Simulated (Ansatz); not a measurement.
Take GeS in the GeS type structure (space group Pnma, No. 62; a = 10.661 Å, b = 3.681 Å, c = 4.356 Å; layered, stacked along the Cartesian x axis) as the base.

The values are results of PBE-D3(BJ) in Ansatz (plane waves to 420 eV, PAW, without spin-orbit coupling), not measurements.

For the base:

The band gap is 1.24 eV. The density is 4.07 g/cm³.

The change: a negative pressure, −2 GPa.

Q: How does this affect the band gap?

A: The band gap increases by 0.05 eV (1.24 eV → 1.29 eV).

Q: What happens to the density?

A: The density drops by 0.19 g/cm³ (4.07 g/cm³ → 3.88 g/cm³).

Load acts through the strain it causes; cell and atoms are relaxed under it. No phonon test of stability was made. The program warned that a D3 coordination switch lies within reach, so dispersion energies are less smooth here.

Ansatz is a quantum-chemistry and plane-wave program.
